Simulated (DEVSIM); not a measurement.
Structure: Cr/SiO2/n-Si capacitor, at 350 K.

```
layer (left to right)  material  thickness (nm)  Nd (cm⁻³)
---------------------  --------  --------------  ---------
1                          SiO2            10.0          -
2                            Si            6200     8.6e15
```

Metal gate on the left, work function 4.5 eV. Fixed charge at the semiconductor interface 0 cm⁻² (in units of +e); no interface traps.

The device is made up for the run: typed textbook-type constants, with dimensions and the other settings drawn at random. Values at 300 K; Nc and Nv go as T^1.5, mobilities as T to minus their exponent, the gap by Varshni's rule with the affinity fixed.

```csv
parameter,SiO2,Si
gap (eV),9,1.124
affinity (eV),0.9,4.05
permittivity,3.9,11.7
Nc (cm⁻³),-,2.86e19
Nv (cm⁻³),-,3.1e19
Varshni α (eV/K),-,0.000473
Varshni β (K),-,636
```

DEVSIM, 1D Poisson equation in equilibrium, Boltzmann statistics, complete ionisation; no quantum confinement or tunnelling. Metal contacts follow the ideal Schottky-Mott rule: no Fermi-level pinning, no interface dipoles.

Task: Tabulate band edges, carrier densities and field at -0.3 V on the gate.

Result: Energies count from the Fermi level of the right contact; mesh points crowd at the junctions.

```json
[
 {"x (μm)": "0.000", "Ec (eV)": "3.900", "Ev (eV)": "-5.100", "n (cm⁻³)": "< 1e2", "p (cm⁻³)": "< 1e2", "field (V/cm)": "-95000"},
 {"x (μm)": "0.001388", "Ec (eV)": "3.887", "Ev (eV)": "-5.113", "n (cm⁻³)": "< 1e2", "p (cm⁻³)": "< 1e2", "field (V/cm)": "-95000"},
 {"x (μm)": "0.004038", "Ec (eV)": "3.862", "Ev (eV)": "-5.138", "n (cm⁻³)": "< 1e2", "p (cm⁻³)": "< 1e2", "field (V/cm)": "-95000"},
 {"x (μm)": "0.007534", "Ec (eV)": "3.829", "Ev (eV)": "-5.171", "n (cm⁻³)": "< 1e2", "p (cm⁻³)": "< 1e2", "field (V/cm)": "-95000"},
 {"x (μm)": "0.009826", "Ec (eV)": "3.807", "Ev (eV)": "-5.193", "n (cm⁻³)": "< 1e2", "p (cm⁻³)": "< 1e2", "field (V/cm)": "-95000"},
 {"x (μm)": "0.01112", "Ec (eV)": "0.652", "Ev (eV)": "-0.459", "n (cm⁻³)": "1.5e10", "p (cm⁻³)": "9.7e12", "field (V/cm)": "-31000"},
 {"x (μm)": "0.01436", "Ec (eV)": "0.642", "Ev (eV)": "-0.469", "n (cm⁻³)": "2.1e10", "p (cm⁻³)": "6.9e12", "field (V/cm)": "-31000"},
 {"x (μm)": "0.02572", "Ec (eV)": "0.608", "Ev (eV)": "-0.503", "n (cm⁻³)": "6.4e10", "p (cm⁻³)": "2.2e12", "field (V/cm)": "-29000"},
 {"x (μm)": "0.04958", "Ec (eV)": "0.541", "Ev (eV)": "-0.570", "n (cm⁻³)": "5.8e11", "p (cm⁻³)": "2.4e11", "field (V/cm)": "-26000"},
 {"x (μm)": "0.1039", "Ec (eV)": "0.418", "Ev (eV)": "-0.693", "n (cm⁻³)": "3.4e13", "p (cm⁻³)": "4.1e9", "field (V/cm)": "-19000"},
 {"x (μm)": "0.2306", "Ec (eV)": "0.276", "Ev (eV)": "-0.835", "n (cm⁻³)": "3.8e15", "p (cm⁻³)": "3.8e7", "field (V/cm)": "-4600"},
 {"x (μm)": "0.7107", "Ec (eV)": "0.252", "Ev (eV)": "-0.859", "n (cm⁻³)": "8.6e15", "p (cm⁻³)": "1.7e7", "field (V/cm)": "≈ 0"},
 {"x (μm)": "1.646", "Ec (eV)": "0.252", "Ev (eV)": "-0.859", "n (cm⁻³)": "8.6e15", "p (cm⁻³)": "1.7e7", "field (V/cm)": "≈ 0"},
 {"x (μm)": "3.681", "Ec (eV)": "0.252", "Ev (eV)": "-0.859", "n (cm⁻³)": "8.6e15", "p (cm⁻³)": "1.7e7", "field (V/cm)": "≈ 0"},
 {"x (μm)": "5.412", "Ec (eV)": "0.252", "Ev (eV)": "-0.859", "n (cm⁻³)": "8.6e15", "p (cm⁻³)": "1.7e7", "field (V/cm)": "≈ 0"},
 {"x (μm)": "5.869", "Ec (eV)": "0.252", "Ev (eV)": "-0.859", "n (cm⁻³)": "8.6e15", "p (cm⁻³)": "1.7e7", "field (V/cm)": "≈ 0"},
 {"x (μm)": "6.064", "Ec (eV)": "0.252", "Ev (eV)": "-0.859", "n (cm⁻³)": "8.6e15", "p (cm⁻³)": "1.7e7", "field (V/cm)": "≈ 0"},
 {"x (μm)": "6.148", "Ec (eV)": "0.252", "Ev (eV)": "-0.859", "n (cm⁻³)": "8.6e15", "p (cm⁻³)": "1.7e7", "field (V/cm)": "≈ 0"},
 {"x (μm)": "6.191", "Ec (eV)": "0.252", "Ev (eV)": "-0.859", "n (cm⁻³)": "8.6e15", "p (cm⁻³)": "1.7e7", "field (V/cm)": "≈ 0"},
 {"x (μm)": "6.203", "Ec (eV)": "0.252", "Ev (eV)": "-0.859", "n (cm⁻³)": "8.6e15", "p (cm⁻³)": "1.7e7", "field (V/cm)": "≈ 0"},
 {"x (μm)": "6.207", "Ec (eV)": "0.252", "Ev (eV)": "-0.859", "n (cm⁻³)": "8.6e15", "p (cm⁻³)": "1.7e7", "field (V/cm)": "≈ 0"},
 {"x (μm)": "6.210", "Ec (eV)": "0.252", "Ev (eV)": "-0.859", "n (cm⁻³)": "8.6e15", "p (cm⁻³)": "1.7e7", "field (V/cm)": "≈ 0"}
]
```
